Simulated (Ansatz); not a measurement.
We consider cubic perovskite BaZrO3, described by LDA (Ansatz, a quantum-chemistry and plane-wave program, plane waves, PAW).

Settings: plane-wave cutoff 520 eV, 6×6×6 k mesh, scalar-relativistic PAW data made under PBE.

Cell (relaxed at this level):

```
BaZrO3
1.0
    4.14747     0.00000     0.00000
    0.00000     4.14747     0.00000
    0.00000     0.00000     4.14747
Ba Zr O
1 1 3
Direct
  0.00000   0.00000   0.00000
  0.50000   0.50000   0.50000
  0.50000   0.00000   0.50000
  0.00000   0.50000   0.50000
  0.50000   0.50000   0.00000
```

Question: What does this level give for the elastic constant C11, Poisson ratio, elastic constant C44, Voigt–Reuss–Hill bulk modulus and elastic constant C12?

Answer: 
- elastic constant C11: 351 GPa
- Poisson ratio: 0.253
- elastic constant C44: 88.0 GPa
- Voigt–Reuss–Hill bulk modulus: 175 GPa
- elastic constant C12: 87.4 GPa

Elastic constants are with the ions relaxed.

Spin–orbit coupling is not included.

The computed numbers hold no vibrational or temperature effects.

The result took roughly 40 core-seconds.
